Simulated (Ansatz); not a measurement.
# Ta: pressure series

The reference is Ta in the bcc (W type) structure (space group Im-3m, No. 229; a = 3.320 Å).

Cell and atoms are relaxed at each pressure.

Levels (all Ansatz, a quantum-chemistry and plane-wave program, PAW, earlier PAW set): PBE (420 eV, no spin-orbit coupling); r2SCAN (500 eV, spin-orbit coupling left out).

The base cell above is that of PBE; each level relaxes its own structures.

```
case              lattice parameter a, PBE  lattice parameter a, r2SCAN
----------------  ------------------------  ---------------------------
pressure −2 GPa                    3.331 Å                      3.316 Å
pressure −1 GPa                    3.325 Å                      3.311 Å
pressure 1.8 GPa                   3.310 Å                      3.296 Å
pressure 4.2 GPa                   3.297 Å                      3.283 Å
pressure 9 GPa                     3.273 Å                      3.261 Å
pressure 18 GPa                    3.233 Å                      3.222 Å
pressure 30 GPa                    3.187 Å                      3.177 Å
pressure 45 GPa                    3.138 Å                      3.129 Å
pressure 60 GPa                    3.096 Å                      3.087 Å
```

PBE lies above r2SCAN in every row, by 0.009 Å to 0.015 Å. They put the cases in the same order.

Load acts through the strain it causes; cell and atoms are relaxed under it. Whether these cells are dynamically stable was not tested. Competing high-pressure phases were not computed. The final runs are not spin-polarised.
